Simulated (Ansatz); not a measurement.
Pressure series in V

Base system: V in the bcc (W type) structure (space group Im-3m, No. 229; a = 2.959 Å).

Cell and atoms are relaxed at each pressure.

Computed with plane-wave PAW DFT at the PBEsol level (Ansatz, a first-principles code, 420 eV), without spin-orbit coupling.

| pressure (GPa) | volume per atom (Å³/atom) |
|---|---|
| -2 | 13.085 |
| -1 | ? |
| 0 | 12.950 |
| 0.9 | 12.892 |
| 2.1 | 12.815 |
| 4.5 | 12.668 |
| 9 | 12.413 |
| 15 | 12.106 |
| 30 | 11.467 |

Fit the third-order Birch–Murnaghan form P(V) = (3B₀/2)[(V₀/V)^(7/3) − (V₀/V)^(5/3)]·[1 + (3/4)(B₀′ − 4)((V₀/V)^(2/3) − 1)] (squares taken in P) to the rows shown and predict the withheld row.

Least squares on the printed values gives V₀ = 12.950 Å³/atom, B₀ = 196 GPa, B₀′ = 3.8; this predicts 13.017 Å³/atom, and the run gives 13.017 Å³/atom, in agreement.

Measured bulk modulus of V: 161 GPa (static lattice; corrected from measurement; as listed in H. Levämäki et al., Physical Review B (2014)); the computed value is 22 % above it.

Load acts through the strain it causes; cell and atoms are relaxed under it. Stability against distortions was not tested. Competing high-pressure phases were not computed. Starting moments died away, wholly or in part, for the base; another magnetic solution may exist. All final runs are without spin polarisation.
